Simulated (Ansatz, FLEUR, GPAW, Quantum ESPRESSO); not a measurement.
## TiMo3 (Immm, 4 atoms in the cell) computed with different codes at matched settings

Self-consistent single point.

```
TiMo3
1.0
   -1.56346     2.18377     4.42093
    1.56346    -2.18377     4.42093
    1.56346     2.18377    -4.42093
Ti Mo
1 3
Cartesian
  0.00000   2.18377   0.00000
  0.00000   0.00000   6.68966
  0.00000   0.00000   2.15220
  1.56346   0.00000   0.00000
```

All programs got the same cell, k-point mesh and kind of occupations (in Ansatz's words: kpoints.mp_grid.grid = 7 7 7; scf.occupations.method = fermi_dirac; scf.occupations.width = 0.1 eV); potentials, basis and cutoffs are each program's usual ones.

```
code                                                                                     model  pressure (GPa)  largest force (eV/Å)           cutoff
----------------  ----------------------------------------------------------------------------  --------------  --------------------  ---------------
FLEUR             LDA (Perdew-Zunger), all-electron FLAPW (FLEUR), scalar-relativistic valence               –                 0.160  Kmax 4.4 1/bohr
GPAW                             LDA (Perdew-Wang 92), GPAW PAW datasets LDA (gpaw-data 1.0.1)           -2.82                 0.134           800 eV
Quantum ESPRESSO        LDA (PW92), PseudoDojo standard norm-conserving (LDA) pseudopotentials           -2.05                 0.159            85 Ry
Ansatz                                                     LDA (PW92), PAW files made with PBE           -2.34                 0.150          default
```

A dash marks a value that a program does not give, or that is left out as unsure.

The spread over the programs that give each value: pressure within 0.77 GPa; largest force within 0.026 eV/Å.

The starting cell comes from a database of computed structures (which also holds hypothetical and non-ambient phases and stackings), without a prior relaxation at this level. Its lattice was rescaled by a random factor within 2.5 % of one. On Ansatz's run: Spin polarisation is off.

Question: Why do the programs differ, and what cannot be compared?

Answer: Differences of this kind can come from the potentials, where these differ, and from what each basis and cutoff leave unconverged. The zero of total energies and Fermi levels follows the potentials and each program's conventions, so they are not compared here. FLEUR treats all electrons, but the usual bases taken here (sphere radii, linearisation, local orbitals, empty states) were not tested for convergence, so the values are no reference for the others. Ansatz's pressure is given at a fixed set of plane waves, as the other plane-wave codes print theirs.

Left out of this page: ABINIT (stopped by limits of time or memory); Elk (not drawn, or without a comparable value).

Ansatz is a program for electronic structure.

Keys are those of Ansatz 0.2.
